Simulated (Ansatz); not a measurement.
The parent structure is NaCl in the rock salt structure (space group Fm-3m, No. 225; a = 5.608 Å). Axes: x, y, z lie along the cube axes.

The values are results of Kohn–Sham DFT with the r2SCAN functional, run in Ansatz (a first-principles code) with PAW and 500 eV plane waves, scalar-relativistic without spin-orbit coupling, not measurements.

Base values:

| Quantity | Value |
|---|---|
| Shortest interatomic distance | 2.804 Å |

Now apply this change: tensile biaxial strain of 3.98 % in the plane normal to [001], as in epitaxy on a mismatched substrate; the out-of-plane cell vector and the atoms relax.

### Question
Estimate the effect on the ratio −ε⊥/ε∥.

### Answer
The ratio −ε⊥/ε∥ is 0.37.

### Question
How does this affect the energy relative to the base?

### Answer
The energy grows by 12 meV/atom.

### Question
What does the calculation give for the in-plane stress after the change?

### Answer
The mean in-plane stress (compression positive) amounts to -2.0 GPa.

### Question
How does this affect the shortest interatomic distance?

### Answer
The shortest interatomic distance decreases by 0.041 Å (2.804 Å → 2.763 Å).

No phonon test of stability was made.
